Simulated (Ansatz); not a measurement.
## Sr: response to strain

The parent structure is Sr in the fcc (Cu type) structure (space group Fm-3m, No. 225; a = 6.0999 Å). Axes: x, y, z lie along the cube axes.

Strains are applied to the cell and any free atomic positions relax; under biaxial strain the out-of-plane vector relaxes too.

Computed with Ansatz (a program for electronic structure), r2SCAN, PAW, cutoff 500 eV, without spin-orbit coupling.

Candidates:
(a) biaxial strain +2.37 %, plane normal [111], relaxed out of plane
(b) uniaxial strain ε_zz = −2.05 %
(c) isotropic strain +1.14 %

Notes on the quantities. energy relative to the base: free energy F.

**Question.** Order them by energy relative to the base, lowest first.

**Answer.** (b) uniaxial strain ε_zz = −2.05 % (+1.1 meV/atom), (c) isotropic strain +1.14 % (+2.3 meV/atom), (a) biaxial strain +2.37 %, plane normal [111], relaxed out of plane (+5.0 meV/atom)

Stability against distortions was not tested.
